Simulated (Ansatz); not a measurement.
Ansatz (a program for electronic structure) run on K (Pm-3n, 8 atoms in the cell): self-consistent single point.

Method of the run: r2SCAN, default PAW files made with PBE (plane waves; Ansatz).

```
CELL_PARAMETERS angstrom
      8.35709     0.00000     0.00000
      0.00000     8.35709     0.00000
      0.00000     0.00000     8.35709
ATOMIC_POSITIONS crystal
  K  0.25000 0.00000 0.50000
  K  0.75000 0.00000 0.50000
  K  0.00000 0.50000 0.25000
  K  0.00000 0.50000 0.75000
  K  0.50000 0.25000 0.00000
  K  0.50000 0.75000 0.00000
  K  0.00000 0.00000 0.00000
  K  0.50000 0.50000 0.50000
```

Reference input (self-consistent single point, DFT, r2SCAN, plane waves, default PAW files made with PBE): basis.ecutwfc = 500 eV; kpoints.mp_grid.grid = 3 3 3; hamiltonian.xc = r2scan; hamiltonian.pseudopotentials = {kind: paw} (the program's default PAW files); scf.occupations.method = cold; scf.occupations.width = 0.272 eV. This run's input differs from it in these lines:

Ansatz 0.2 input:
```diff
@@ -16,3 +16,3 @@
 basis:
-  ecutwfc: 500.0
+  ecutwfc: 300.0
 kpoints:
```

Output (repeated stretches shortened):

```
SCF iter   1: F=—  HF=-12339.529710 eV  |F-HF|=—  |Δ(HF+E_count)|=         —  Δρ=2.48e-3  dr2=1.83e-2  dr2_τ=2.16e-3  ethr=1.77e-3  ⟨swp⟩=11.2  Hψ=764  notcnv=0
all-band conjugate gradients solve this SCF's bands
preconditioner: auto → Kerker (q_TF=auto, 1.925 Å⁻¹)
SCF iter   2: F=—  HF=-12339.526497 eV  |F-HF|=—  |Δ(HF+E_count)|=   3.21e-3  S|Δr|=    0.00e0  Δρ=1.27e-3  dr2=6.67e-3  dr2_τ=3.04e-4  ethr=2.54e-5  ⟨swp⟩=3.0  Hψ=341  notcnv=0
   [... lines left out ...]
SCF iter   6: F=—  HF=-12339.529447 eV  |F-HF|=—  |Δ(HF+E_count)|=   3.62e-6  S|Δr|=    0.00e0  Δρ=7.49e-6  dr2=7.44e-7  dr2_τ=1.77e-8  ethr=1.93e-8  ⟨swp⟩=2.0  Hψ=298  notcnv=0
SCF iter   7: F=—  HF=-12339.529448 eV  |F-HF|=—  |Δ(HF+E_count)|=   1.57e-7  S|Δr|=    0.00e0  Δρ=2.79e-6  dr2=1.57e-7  dr2_τ=7.30e-10  ethr=1.39e-10  ⟨swp⟩=11.2  Hψ=810  notcnv=0
SCF iter   8: F=-12339.529448 eV  HF=-12339.529448 eV  |F-HF|=2.78e-10  |Δ(HF+E_count)|=   6.72e-8  S|Δr|=    0.00e0  Δρ=4.38e-7  dr2=2.83e-9  dr2_τ=1.07e-10  ethr=1.39e-10  ⟨swp⟩=5.2  Hψ=624  notcnv=0
SCF 1 converged in 8 iterations: F = -12339.529448 eV  dr2 = 2.83e-9
Stability not checked (fill_not_monotonic)
Free energy (F): -12339.529448 eV
Internal energy: -12339.421977 eV  (E = F + TS)
E sigma→0 (E₀):  -12339.493624 eV
Entropy (-TS):   -0.107471 eV (-13.434 meV/atom)
Fermi energy:    1.945319 eV
--- Forces (eV/Å), atoms counted from 1 ---
  atom   1  K      0.00000000     0.00000000     0.00000000
   [... zero for the other atoms too ...]
--- Stress (GPa, compression-positive) ---
        0.216994      -0.000000       0.000000
       -0.000000       0.216994       0.000000
       -0.000000       0.000000       0.216994
  P = ⅓ Tr σ = 0.2170 GPa (2.170 kbar)
  The stress holds the Pulay correction. Without it, at fixed plane waves, as pw.x and ABINIT print it: P = -0.1260 GPa
```

The run converged in 8 iterations. Against the reference run the free energy rises by 17.9 meV/atom and the pressure moves little (0.21 to 0.22 GPa).

The starting cell was generated: these elements placed on a structure prototype, without a prior relaxation; it need not be a known phase or ordering of this composition. Ansatz's pressure includes its estimate of the finite-basis (Pulay) stress. The cutoff lies below the one recommended for these files.
